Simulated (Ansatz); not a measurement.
Checking a run of Ansatz (an electronic-structure program) on SnMo3 (Pm-3n, 8 atoms in the cell). The aim is a self-consistent single point with DFT, PBEsol, plane waves, default PAW files made with PBE.

Cell that was meant: a = 5.0999 Å, b = 5.0999 Å, c = 5.0999 Å, α = 90.00°, β = 90.00°, γ = 90.00°.

Part of the input:

```yaml
# SnMo3
crystal:
  lattice:
    - [9.63739500, 0.00000000, 0.00000000]
    - [0.00000000, 9.63739500, 0.00000000]
    - [0.00000000, 0.00000000, 9.63739500]
  atoms:
    - { symbol: Sn, position: [0.00000000, 0.00000000, 0.00000000] }
    - { symbol: Sn, position: [0.50000000, 0.50000000, 0.50000000] }
```

Log, with long lists cut:

```
WARN ansatz: RAYON_NUM_THREADS=1 ignored (pool sized by the plan → 1); use --threads N
Pseudopotentials: kind: paw
   [... lines left out ...]
PAW frozen core: Mo, regenerated for the run's functional, and the local potential with it
Initial density: superposition of atomic densities (neutral atoms: chi_scale 0, normalization atom), corrected by the library's trained network
Initial wavefunctions: pseudopotential atomic-orbital guess
Eigensolver: davidson
Functional: x = pbesol(κ = 0.804, μ = 0.12345679012345678), c = pbesol(β = 0.046)
SCF iter   1: F=—  HF=-41215.515592 eV  |F-HF|=—  |Δ(HF+E_count)|=         —  Δρ=7.36e-3  dr2=1.61e0  ethr=1.77e-3  ⟨swp⟩=6.3  Hψ=9370  notcnv=0
all-band conjugate gradients solve this SCF's bands
automatic band count: the SCF goes on with 80 bands, as 68 were too few: the levels above may hold too much charge
preconditioner: auto → LDOS
   [... lines left out ...]
SCF iter  12: F=—  HF=-41215.392006 eV  |F-HF|=—  |Δ(HF+E_count)|=   9.01e-8  S|Δr|=    0.00e0  Δρ=7.35e-6  dr2=4.35e-7  ethr=1.02e-9  ⟨swp⟩=2.0  Hψ=1856  notcnv=0  defer=40
SCF iter  13: F=—  HF=-41215.392006 eV  |F-HF|=—  |Δ(HF+E_count)|=   4.73e-8  S|Δr|=    0.00e0  Δρ=1.32e-5  dr2=1.06e-6  ethr=3.89e-10  ⟨swp⟩=2.4  Hψ=2120  notcnv=0  defer=40  recentre
SCF iter  14: F=-41215.392006 eV  HF=-41215.392006 eV  |F-HF|=9.15e-9  |Δ(HF+E_count)|=   7.23e-8  S|Δr|=    0.00e0  Δρ=1.36e-6  dr2=1.81e-8  ethr=8.93e-11  ⟨swp⟩=10.9  Hψ=5424  notcnv=0
SCF 1 converged in 14 iterations: F = -41215.392006 eV  dr2 = 1.81e-8
Stability not checked (fill_not_monotonic)
Free energy (F): -41215.392006 eV
Internal energy: -41215.350334 eV  (E = F + TS)
E sigma→0 (E₀):  -41215.378116 eV
Entropy (-TS):   -0.041672 eV (-5.209 meV/atom)
Fermi energy:    -0.487478 eV
--- Forces (eV/Å), atoms counted from 1 ---
  atom   1  Sn    -0.00000000     0.00000000     0.00000000
   [... zero for the other atoms too ...]
--- Stress (GPa, compression-positive) ---
       -3.218447       0.000000       0.000000
        0.000000      -3.218447       0.000000
        0.000000       0.000000      -3.218447
  P = ⅓ Tr σ = -3.2184 GPa (-32.184 kbar)
  The stress holds the Pulay correction. Without it, at fixed plane waves, as pw.x and ABINIT print it: P = -3.2210 GPa
```

Can these results be used? Check the input.

The run is not sound. The fault is this: lattice typed in bohr, read as angstrom. Bohr and ångström differ by a factor of 1.89; the cell that the program reads is then far too large or far too small. To fix it, give the lengths in the unit that the key or card expects. The run converged in 14 iterations without an error; against the sound input the free energy goes up by 8.60 eV/atom and the pressure goes from -4.97 to -3.22 GPa.

The sound input it was made from differs as follows (other fixes are possible):
```diff
-    - [9.63739500, 0.00000000, 0.00000000]
-    - [0.00000000, 9.63739500, 0.00000000]
-    - [0.00000000, 0.00000000, 9.63739500]
+    - [5.09989000, 0.00000000, 0.00000000]
+    - [0.00000000, 5.09989000, 0.00000000]
+    - [0.00000000, 0.00000000, 5.09989000]
```

With that input, the run converged in 6 iterations: free energy E − TS (on the zero of these files) -41284.1799 eV; Fermi level (on the code's own zero) 19.62 eV; pressure -4.97 GPa (DFT, PBEsol, plane waves, default PAW files made with PBE).

On the sound input: the starting cell comes from a database of computed structures (which also holds hypothetical and non-ambient phases and stackings), without a prior relaxation at this level. Spin polarisation is off. With a pressure of about -5 GPa the cell is away from its equilibrium volume at this level. Ansatz's pressure includes its estimate of the finite-basis (Pulay) stress.
